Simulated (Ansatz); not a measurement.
**Effect of biaxial strain −0.83 %, plane normal [111], relaxed out of plane on W**

The reference is W in the bcc (W type) structure (space group Im-3m, No. 229; a = 3.1542 Å; relaxed with 0.1 eV smearing). Axes: x, y, z lie along the cube axes.

The change: biaxial strain −0.83 %, plane normal [111], relaxed out of plane (Cartesian); in-plane vectors clamped, the third vector and the atoms free.

Calculations: PBEsol, PAW, 420 eV (Ansatz, a quantum-chemistry and plane-wave program; without spin-orbit coupling). Settings: 29×29×29 k-points, 0.1 eV Fermi–Dirac smearing.

```tsv
quantity	base	changed	shift
volume per atom	15.69 Å³	15.55 Å³	-0.14 Å³
shortest interatomic distance	2.732 Å	2.714 Å	-0.018 Å
energy relative to the base (free energy F)	0 meV/atom	+3.8 meV/atom	+3.8 meV/atom
pressure (mean of the normal stresses, compression positive)	0.0 GPa	3.1 GPa	+3.1 GPa
band gap	zero	zero	–
out-of-plane strain	–	+0.74 %	–
ratio −ε⊥/ε∥	–	0.89	–
mean in-plane stress (compression positive)	–	+4.7 GPa	–
```

Final structure (turned so that z lies along the plane normal):

```
CELL_PARAMETERS angstrom
      4.42371     0.00000     0.00000
      2.21186     3.83105     0.00000
      2.21186    -1.27702     0.91730
ATOMIC_POSITIONS crystal
  W  0.00000 0.00000 0.00000
```

Cost of the whole job for the changed cell (relaxation, final SCF and bands): very roughly 2.8 core-minutes.

No phonon test of stability was made. The final runs are not spin-polarised.
